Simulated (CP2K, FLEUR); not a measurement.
A CP2K input for a self-consistent single point of CdSe (F-43m, 2 atoms in the cell) (DFT PBE, GPW, DZVP-MOLOPT-SR-GTH basis, GTH-PBE potentials (GTH_POTENTIALS)):

```
&GLOBAL
  PROJECT cdse
  RUN_TYPE ENERGY_FORCE
  PRINT_LEVEL MEDIUM
&END GLOBAL
&FORCE_EVAL
  METHOD Quickstep
  STRESS_TENSOR ANALYTICAL
  &DFT
    BASIS_SET_FILE_NAME BASIS_MOLOPT
    POTENTIAL_FILE_NAME GTH_POTENTIALS
    &QS
      METHOD GPW
      EPS_DEFAULT 1E-11
    &END QS
    &MGRID
      CUTOFF 500
      REL_CUTOFF 50
      NGRIDS 5
    &END MGRID
    &SCF
      SCF_GUESS ATOMIC
      EPS_SCF 1E-6
      MAX_SCF 100
      ADDED_MOS 4
      &DIAGONALIZATION
        ALGORITHM STANDARD
      &END DIAGONALIZATION
      &MIXING
        METHOD BROYDEN_MIXING
        ALPHA 0.4
        NBUFFER 10
        BETA 1
      &END MIXING
    &END SCF
    &KPOINTS
      SCHEME MONKHORST-PACK 6 6 6
      GAMMA_CENTERED T
    &END KPOINTS
    &XC
      &XC_FUNCTIONAL PBE
      &END XC_FUNCTIONAL
    &END XC
    &PRINT
      &MO
        EIGENVALUES T
        OCCUPATION_NUMBERS T
        NDIGITS 8
        FILENAME mo
        &EACH
          QS_SCF 0
        &END EACH
        ADD_LAST NUMERIC
      &END MO
      &MULLIKEN ON
      &END MULLIKEN
    &END PRINT
  &END DFT
  &SUBSYS
    &CELL
      A 4.37762200 0.00000000 0.00000000
      B 2.18881100 3.79113200 0.00000000
      C 2.18881100 1.26371100 3.57431300
      PERIODIC XYZ
    &END CELL
    &COORD
      SCALED
      Cd       0.00000000     0.00000000     0.00000000
      Se       0.75000000     0.75000000     0.75000000
    &END COORD
    &KIND Cd
      BASIS_SET DZVP-MOLOPT-SR-GTH
      POTENTIAL GTH-PBE-q12
    &END KIND
    &KIND Se
      BASIS_SET DZVP-MOLOPT-SR-GTH
      POTENTIAL GTH-PBE-q6
    &END KIND
  &END SUBSYS
  &PRINT
    &FORCES ON
    &END FORCES
    &STRESS_TENSOR ON
    &END STRESS_TENSOR
  &END PRINT
&END FORCE_EVAL
```

Q: Write the same calculation as an input for FLEUR.

A: This is the input that was run; spellings and numerical settings could be chosen otherwise.

Input of the input generator:

```
CdSe crystal
&input film=f /
-0.0000000000 5.8495451736 5.8495451736
5.8495451736 -0.0000000000 5.8495451736
5.8495451736 5.8495451736 -0.0000000000
1.0
1.0 1.0 1.0

2
48 0.0000000000 0.0000000000 0.0000000000
34 0.7500000000 0.7500000000 0.7500000000

&comp jspins=1 /
&kpt div1=6 div2=6 div3=6 gamma=t /
&end /
```

```xml
<?xml version="1.0" encoding="UTF-8" standalone="no"?>
<fleurInput fleurInputVersion="0.39">
   <comment>
      CdSe crystal                                                                                        
   </comment>
   <calculationSetup>
      <cutoffs Kmax="4.2" Gmax="16.8" GmaxXC="16.8" numbands="0"/>
      <scfLoop itmax="100" minDistance="0.00001" maxIterBroyd="99" imix="Anderson" alpha="0.05" precondParam="0.0" spinf="2.0"/>
      <coreElectrons ctail="T" frcor="F" kcrel="0" coretail_lmax="0"/>
      <xcFunctional name="pbe" relativisticCorrections="F"/>
      <magnetism jspins="1"/>
      <soc l_soc="F" theta="0.0" phi="0.0" spav="F"/>
      <expertModes spex="0" secvar="F"/>
      <geometryOptimization l_f="T" forcealpha="1.0" forcemix="BFGS" epsdisp="0.00001" epsforce="0.00001"/>
      <ldaU l_linMix="F" mixParam="0.05" spinf="1.0"/>
   </calculationSetup>
   <cell>
      <bzIntegration valenceElectrons="34.0" mode="hist" fermiSmearingEnergy="0.0001">
         <kPointListSelection listName="default-1"/>
         <!-- k-points included here -->
         <xi:include xmlns:xi="http://www.w3.org/2001/XInclude" href="kpts.xml"> </xi:include>
      </bzIntegration>
      <!-- symmetry operations included here -->
      <xi:include xmlns:xi="http://www.w3.org/2001/XInclude" href="sym.xml"> </xi:include>
      <bulkLattice scale="1.0">
         <bravaisMatrix>
            <row-1>    0.0000000000000000     5.8495451736000001     5.8495451736000001</row-1>
            <row-2>    5.8495451736000001     0.0000000000000000     5.8495451736000001</row-2>
            <row-3>    5.8495451736000001     5.8495451736000001     0.0000000000000000</row-3>
         </bravaisMatrix>
      </bulkLattice>
   </cell>
   <atomSpecies>
      <species name="Cadmium (Cd)" element="Cd" atomicNumber="48">
         <mtSphere radius="2.37" gridPoints="817" logIncrement="0.016"/>
         <atomicCutoffs lmax="10" lnonsphr="8"/>
         <electronConfig flipSpins="F">
            <coreConfig>(1s1/2) (2s1/2) (2p1/2) (2p3/2) (3s1/2) (3p1/2) (3p3/2) (4s1/2) (3d3/2) (3d5/2)</coreConfig>
            <valenceConfig>(4p1/2) (4p3/2) (5s1/2) (4d3/2) (4d5/2)</valenceConfig>
         </electronConfig>
         <energyParameters s="5" p="5" d="4" f="4"/>
         <lo type="SCLO" l="1" n="4" eDeriv="0"/>
         <lo type="HELO" l="2" n="5" eDeriv="0"/>
      </species>
      <species name="Selenium (Se)" element="Se" atomicNumber="34">
         <mtSphere radius="2.37" gridPoints="817" logIncrement="0.015"/>
         <atomicCutoffs lmax="10" lnonsphr="8"/>
         <electronConfig flipSpins="F">
            <coreConfig>(1s1/2) (2s1/2) (2p1/2) (2p3/2) (3s1/2) (3p1/2) (3p3/2)</coreConfig>
            <valenceConfig>(4s1/2) (3d3/2) (3d5/2) (4p1/2) (4p3/2)</valenceConfig>
            <stateOccupation state="(4p1/2)" spinUp="0.6666666666667" spinDown="0.6666666666667"/>
            <stateOccupation state="(4p3/2)" spinUp="1.3333333333333" spinDown="1.3333333333333"/>
         </electronConfig>
         <energyParameters s="4" p="4" d="3" f="4"/>
         <lo type="HELO" l="2" n="4" eDeriv="0"/>
      </species>
   </atomSpecies>
   <atomGroups>
      <atomGroup species="Cadmium (Cd)">
         <relPos label="                   1">.0000000000 .0000000000 .0000000000</relPos>
         <force calculate="T" relaxXYZ="TTT"/>
      </atomGroup>
      <atomGroup species="Selenium (Se)">
         <relPos label="                   2">-1.000/4.000 -1.000/4.000 -1.000/4.000</relPos>
         <force calculate="T" relaxXYZ="TTT"/>
      </atomGroup>
   </atomGroups>
   <output dos="F" band="F" slice="F">
      <checks vchk="F" cdinf="F"/>
      <bandDOS minEnergy="-.5*Htr" maxEnergy="0.5*Htr" sigma="0.015" storeEVData="T"/>
      <vacuumDOS vacdos="F" integ="F" star="F" nstars="0" locx1="0.0" locy1="0.0" locx2="0.0" locy2="0.0" nstm="0" tworkf="0.0"/>
      <unfoldingBand unfoldBand="F" supercellX="1" supercellY="1" supercellZ="1"/>
      <plotting iplot="0" polar="F">
         <plot TwoD="T" vec1="  1.0  0.0  0.0" vec2="  0.0  1.0  0.0" vec3="  0.0  0.0  1.0" zero="  0.0  0.0  0.0" file="plot"/>
      </plotting>
      <chargeDensitySlicing numkpt="0" minEigenval="0.0" maxEigenval="0.0" nnne="0" pallst="F"/>
      <specialOutput eonly="F"/>
      <magneticCircularDichroism mcd="F" energyLo="-10.0" energyUp="0.0"/>
   </output>
  <!-- We include the file relax.xml here to enable relaxations (see documentation) -->
  <xi:include xmlns:xi="http://www.w3.org/2001/XInclude" href="relax.xml"> <xi:fallback/> </xi:include>
</fleurInput>
```

Basis, cutoffs, solver keys and any potentials are the target program's own. This input uses DFT, PBE, all-electron FLAPW (FLEUR), scalar-relativistic valence. Both were run: gap on the mesh 0.496 eV in CP2K and 0.512 in FLEUR.

On FLEUR: the starting cell comes from a database of computed structures (which also holds hypothetical and non-ambient phases and stackings), without a prior relaxation at this level. Its lattice was rescaled by a random factor within 2.5 % of one. Values depend on the basis (sphere radii, cutoffs, local orbitals), which need not be converged.

On CP2K: the starting cell comes from a database of computed structures (which also holds hypothetical and non-ambient phases and stackings), without a prior relaxation at this level. Its lattice was rescaled by a random factor within 2.5 % of one. Values carry the incompleteness of an atom-centred basis.
